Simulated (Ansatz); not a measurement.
Base system: SrO in the rock salt structure (space group Fm-3m, No. 225; a = 5.122 Å). Axes: x, y, z lie along the cube axes.

All numbers come from DFT with PBEsol, PAW potentials and a 420 eV plane-wave cutoff in Ansatz (a quantum-chemistry and plane-wave program), no spin-orbit coupling.

The change: a pure shear with ε_xy = ε_yx = 0.0143, atoms relaxed at fixed cell.

**Question.** Predict the stress tensor and what it implies for the stiffness.

**Answer.** Stress of the strained cell less that of the base (GPa, compression positive):
```
   0.01   -1.57    0.00
  -1.57    0.01    0.00
   0.00    0.00   -0.04
```

Then −Δσ/γ with γ = 2ε = 0.0286 gives secant stiffness values (nonlinear terms included at this strain): C66 ≈ 55 GPa.

Stability against distortions was not tested.
